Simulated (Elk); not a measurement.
**Worked example: self-consistent single point of IrRh3 (Pm-3m, 4 atoms in the cell) in Elk**

Method of the run: LDA (PW92), all-electron FP-LAPW, Elk's shipped species files, default APW+lo basis in Elk.

The input file:

```
tasks
  0

rmtscf
  0.89

swidth
  0.00367493

maxscl
  100

avec
    7.2131980013    0.0000000000    0.0000000000
    0.0000000000    7.2131980013    0.0000000000
    0.0000000000    0.0000000000    7.2131980013

sppath
  './'

atoms
  2
  'Ir.in'
  1
  0.0000000000  0.0000000000  0.0000000000    0.0 0.0 0.0
  'Rh.in'
  3
  0.0000000000  0.5000000000  0.5000000000    0.0 0.0 0.0
  0.5000000000  0.0000000000  0.5000000000    0.0 0.0 0.0
  0.5000000000  0.5000000000  0.0000000000    0.0 0.0 0.0

ngridk
  6 6 6
```

The program printed (abridged):

```
│ Elk code version 10.2.4 │

All units are atomic (Hartree, Bohr, etc.)

│ Ground-state run starting from atomic densities │

Lattice vectors :
   7.213198001       0.000000000       0.000000000
   0.000000000       7.213198001       0.000000000
   0.000000000       0.000000000       7.213198001

Unit cell volume      :    375.3043179
Brillouin zone volume :   0.6609308809

Muffin-tin inner radius fraction :   0.1000000000E-01

Nuclei treated as point charges

Species :    1 (Ir)
 parameters loaded from : Ir.in
 name : iridium
 nuclear charge    :   -77.00000000
 electronic charge :    77.00000000
 atomic mass :    350390.1559
 muffin-tin radius :    2.492000000
 number of radial points in muffin-tin :    697
 atomic positions (lattice), magnetic fields (Cartesian) :
   1 :   0.00000000  0.00000000  0.00000000    0.00000000  0.00000000  0.00000000

Species :    2 (Rh)
 parameters loaded from : Rh.in
 name : rhodium
 nuclear charge    :   -45.00000000
 electronic charge :    45.00000000
 atomic mass :    187585.2510
 muffin-tin radius :    2.314000000
 number of radial points in muffin-tin :    597
 atomic positions (lattice), magnetic fields (Cartesian) :
   1 :   0.00000000  0.50000000  0.50000000    0.00000000  0.00000000  0.00000000
   2 :   0.50000000  0.00000000  0.50000000    0.00000000  0.00000000  0.00000000
   3 :   0.50000000  0.50000000  0.00000000    0.00000000  0.00000000  0.00000000

Total number of atoms per unit cell :    4

Spin treatment :
 spin-unpolarised

Number of Bravais lattice symmetries :   48
Number of crystal symmetries         :   48
Crystal has inversion symmetry
Real symmetric eigensolver will be used

k-point grid :      6     6     6
k-point offset :    0.000000000       0.000000000       0.000000000
k-point set is reduced with full crystal symmetry group
Total number of k-points :       20

Muffin-tin radius times maximum |G+k| :    7.000000000
 using average radius
   [... lines left out ...]
Maximum |G| for potential and density :    12.00000000
 potential will be trimmed for |G| > 2 gkmax
Constant for pseudocharge density :    7
Radial integration step length :    4

G-vector grid sizes :     28    28    28
Number of G-vectors :    11019

Maximum angular momentum used for
 APW functions                      :    8
 outer part of muffin-tin           :    6
 inner part of muffin-tin           :    1

Total nuclear charge    :   -212.0000000
Total core charge       :    132.0000000
Total valence charge    :    80.00000000
Total excess charge     :    0.000000000
Total electronic charge :    212.0000000

Effective Wigner radius, rₛ :   0.7504464317

Number of empty states         :   16
Total number of valence states :   56
Total number of core states    :  132

Total number of local-orbitals :   85

Exchange-correlation functional :      3     0     0
 Perdew-Wang/Ceperley-Alder, Phys. Rev. B 45, 13244 (1992)
 gradient requirement :    0
 local density approximation (LDA)

Smearing type :    3
 Fermi-Dirac
Smearing width :   0.3674930000E-02
Effective electronic temperature (K) :    1160.451112

Mixing type :    3
 Broyden mixing, J. Phys. A: Math. Gen. 17, L317 (1984)

Kohn-Sham potential initialised from atomic data
│ Self-consistent loop started │
│ Loop number : 1 │
 total energy                :     -32191.3170196
│ Loop number : 2 │
 total energy                :     -32191.2921442
RMS change in Kohn-Sham potential (target) :   0.2881811872     (  0.1000000000E-05)
Absolute change in total energy (target)   :   0.2487546374E-01 (  0.1000000000E-03)
│ Loop number : 3 │
 total energy                :     -32196.5329799
RMS change in Kohn-Sham potential (target) :   0.1980837111     (  0.1000000000E-05)
Absolute change in total energy (target)   :    5.234616895     (  0.1000000000E-03)
│ Loop number : 4 │
 total energy                :     -32200.3174398
RMS change in Kohn-Sham potential (target) :   0.6115878483E-01 (  0.1000000000E-05)
Absolute change in total energy (target)   :    5.093114092     (  0.1000000000E-03)
│ Loop number : 5 │
 total energy                :     -32200.9463480
RMS change in Kohn-Sham potential (target) :   0.3554810851E-01 (  0.1000000000E-05)
Absolute change in total energy (target)   :    1.902186674     (  0.1000000000E-03)
   [... lines left out ...]
Absolute change in total energy (target)   :   0.4834240099E-03 (  0.1000000000E-03)
│ Loop number : 14 │
 total energy                :     -32190.1644478
RMS change in Kohn-Sham potential (target) :   0.8026921333E-06 (  0.1000000000E-05)
Absolute change in total energy (target)   :   0.6960266146E-03 (  0.1000000000E-03)
│ Loop number : 15 │
 total energy                :     -32190.1645031
RMS change in Kohn-Sham potential (target) :   0.4694766243E-06 (  0.1000000000E-05)
Absolute change in total energy (target)   :   0.1187351736E-03 (  0.1000000000E-03)
│ Loop number : 16 │
 total energy                :     -32190.1646623
RMS change in Kohn-Sham potential (target) :   0.2707760567E-06 (  0.1000000000E-05)
Absolute change in total energy (target)   :   0.1295388975E-03 (  0.1000000000E-03)
│ Loop number : 17 │
 total energy                :     -32190.1646607
RMS change in Kohn-Sham potential (target) :   0.4849084324E-07 (  0.1000000000E-05)
Absolute change in total energy (target)   :   0.3083301635E-04 (  0.1000000000E-03)
Convergence targets achieved

│ Loop number : 18 │

Energies :
 Fermi                       :     0.439064526866
 sum of eigenvalues          :     -19500.0123718
 electron kinetic            :      35281.3784082
 core electron kinetic       :      34058.3344936
 Coulomb                     :     -66729.4876743
 Coulomb potential           :     -53797.0158106
 nuclear-nuclear             :     -2911.73956174
 electron-nuclear            :     -73838.4804146
 Hartree                     :      10020.7323020
 Madelung                    :     -39830.9797691
 xc potential                :     -984.374969456
 exchange                    :     -721.264770529
 correlation                 :     -20.7854381445
 electron entropic           :    -0.519120977417E-02
 total energy                :     -32190.1646660

Density of states at Fermi energy :    110.7633742
 (states/Hartree/unit cell)

Estimated indirect band gap :   0.2876671435E-02
 from k-point      4 to k-point      8
Estimated direct band gap   :   0.8042948277E-02
 at k-point     13

Charges :
 core                        :    132.0000000
 valence                     :    80.00000000
 interstitial                :    6.888897814
 muffin-tins (core leakage)
  species :    1 (Ir)
   atom    1                 :    75.44588891     (  0.1159828758E-02)
  species :    2 (Rh)
   atom    1                 :    43.22173776     (  0.1644839784E-06)
   atom    2                 :    43.22173776     (  0.1644839784E-06)
   atom    3                 :    43.22173776     (  0.1644839784E-06)
 total in muffin-tins        :    205.1111022
 total calculated charge     :    212.0054328
 total charge                :    212.0000000
 error                       :   0.5432801357E-02

│ Self-consistent loop stopped │
```

The run converged in 18 iterations. The count includes the last loop, which Elk runs after its targets are met.

The starting cell comes from a database of computed structures (which also holds hypothetical and non-ambient phases and stackings), without a prior relaxation at this level. Spin-orbit coupling is off. Spin polarisation is off. Values depend on the basis (sphere radii, cutoffs, local orbitals), which need not be converged. The log's line on a gap gives a spacing of levels on this mesh, which the program prints for metals too.
